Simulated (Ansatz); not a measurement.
# Effect of uniaxial strain ε_zz = −1.50 % on CdSe

Start from CdSe in the zinc blende structure (space group F-43m, No. 216; a = 6.007 Å). Axes: x, y, z lie along the cube axes.

Now apply this change: the cell is compressed by 1.50 % along z with no lateral relaxation; the atoms relax in the strained cell.

The values are results of Kohn–Sham DFT with the LDA functional, run in Ansatz (a first-principles code) with PAW and 420 eV plane waves, no spin-orbit coupling, not measurements. Γ-centred 10×10×10 mesh, Fermi–Dirac width 0.05 eV.

```csv
quantity,base,changed,shift
volume per atom,27.10 Å³,26.69 Å³,-0.41 Å³
space group,F-43m (No. 216),I-4m2 (No. 119),–
shortest interatomic distance,2.601 Å,2.588 Å,-0.013 Å
energy relative to the base (free energy F),0 meV/atom,+1.4 meV/atom,+1.4 meV/atom
"pressure (mean of the normal stresses, compression positive)",0.00 GPa,0.90 GPa,+0.90 GPa
band gap,0.41 eV,0.40 eV,-0.003 eV
gap character,direct at Γ,direct at Γ,–
electron mass,0.041 mₑ (at Γ),"0.041 mₑ along z, 0.044 mₑ across (at Γ)",–
"valence-band top at Γ (three highest levels, from the VBM)","0.00, 0.00, 0.00 eV","0.00, -0.05, -0.05 eV",–
"stress (xx, yy, zz, yz, xz, xy; compression positive)",–,"(0.82, 0.82, 1.08, 0.00, 0.00, 0.00) GPa",–
```

Final structure:

```
CdSe
1.0
    0.00000     3.00374     2.95868
    3.00374     0.00000     2.95868
    3.00374     3.00374     0.00000
Cd Se
1 1
Direct
  0.00000   0.00000   0.00000
  0.25000   0.25000   0.25000
```

Masses are band curvatures over ±0.01 Å⁻¹ around the edge. Stability against distortions was not tested. k-point labels follow each cell's own Brillouin zone.
